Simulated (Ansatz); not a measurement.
Input:

End structure of a constructed model of the (0001) surface of hcp Mg, a layer of Au in place of the second plane (bottom of the slab: a bare face, its two planes held):

```yaml
crystal:
  lattice:
    - [3.19902, 0.00000, 0.00000]
    - [-1.59951, 2.77043, 0.00000]
    - [0.00000, 0.00000, 29.00000]
  atoms:
    - { symbol: Mg, position: [0.66667, 0.33333, 0.27780] }
    - { symbol: Mg, position: [0.33333, 0.66667, 0.36709] }
    - { symbol: Mg, position: [0.66667, 0.33333, 0.45733] }
    - { symbol: Mg, position: [0.33333, 0.66667, 0.54692] }
    - { symbol: Au, position: [0.66667, 0.33333, 0.61885] }
    - { symbol: Mg, position: [0.33333, 0.66667, 0.69196] }
```

Model: 6-atom slab, 12.9 Å thick at the start, 13x13x1 mesh, Fermi-Dirac 0.1 eV, dipole correction, 2 atoms held, the rest relaxed; symmetry of the start imposed; no spin, no spin-orbit, no U. It is one candidate, not shown to be the stable structure of the face.

Give the work function of the top face at the level PBE (Ansatz, an electronic-structure program).

3.86 eV
